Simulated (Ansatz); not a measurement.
Response to strain in InP

The reference is InP in the zinc blende structure (space group F-43m, No. 216; a = 5.907 Å). Axes: x, y, z lie along the cube axes.

Strains are applied to the cell and any free atomic positions relax; under biaxial strain the out-of-plane vector relaxes too.

The values are results of r2SCAN (Ansatz, a quantum-chemistry and plane-wave program, PAW, no spin-orbit coupling), not measurements.

Notes on the quantities. pressure: mean of the normal stresses, compression positive; energy relative to the base: free energy F.

| variant | pressure | energy relative to the base |
|---|---|---|
| base | 0.00 GPa | 0 meV/atom |
| biaxial strain −2.50 %, plane normal [111], relaxed out of plane | … | +15 meV/atom |
| biaxial strain −2.08 %, plane normal [111], relaxed out of plane | … | +10 meV/atom |
| biaxial strain −1.67 %, plane normal [111], relaxed out of plane | 1.70 GPa | … |
| biaxial strain −1.25 %, plane normal [111], relaxed out of plane | 1.26 GPa | +3.7 meV/atom |
| biaxial strain −0.83 %, plane normal [111], relaxed out of plane | 0.83 GPa | +1.6 meV/atom |
| biaxial strain −0.42 %, plane normal [111], relaxed out of plane | … | +0.4 meV/atom |

**Question.** Complete the table.

**Answer.** 
- biaxial strain −2.50 %, plane normal [111], relaxed out of plane, pressure: 2.60 GPa
- biaxial strain −2.08 %, plane normal [111], relaxed out of plane, pressure: 2.14 GPa
- biaxial strain −1.67 %, plane normal [111], relaxed out of plane, energy relative to the base: +6.7 meV/atom
- biaxial strain −0.42 %, plane normal [111], relaxed out of plane, pressure: 0.41 GPa

Whether these cells are dynamically stable was not tested.
